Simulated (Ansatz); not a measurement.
Consider TaN in the rock salt structure (space group Fm-3m, No. 225).

```
CELL_PARAMETERS angstrom
      0.00000     2.18730     2.18730
      2.18730     0.00000     2.18730
      2.18730     2.18730     0.00000
ATOMIC_POSITIONS crystal
  N  0.00000 0.00000 0.00000
  Ta 0.50000 0.50000 0.50000
```

All numbers come from PBEsol (Ansatz, a first-principles code; PAW; 420 eV plane waves; scalar-relativistic without spin-orbit coupling), earlier PAW set.

One change was made to it. Results:

| quantity | base | after |
|---|---|---|
| band gap | zero | zero |
| volume per atom | 10.46 Å³ | 10.40 Å³ |

Q: What was done to the base?
(A) pressure 30 GPa
(B) pressure 2.1 GPa
(C) pressure −1 GPa
(D) pressure −2 GPa

A: B, pressure 2.1 GPa. For comparison, the volume per atom in the other runs: pressure 30 GPa gives 9.74 Å³; pressure −2 GPa gives 10.52 Å³; pressure −1 GPa gives 10.49 Å³.

Load acts through the strain it causes; cell and atoms are relaxed under it. Stability against distortions was not tested. No other phases were tried under pressure. The final runs are not spin-polarised. This is not the structure that TaN has at room temperature and ambient pressure.
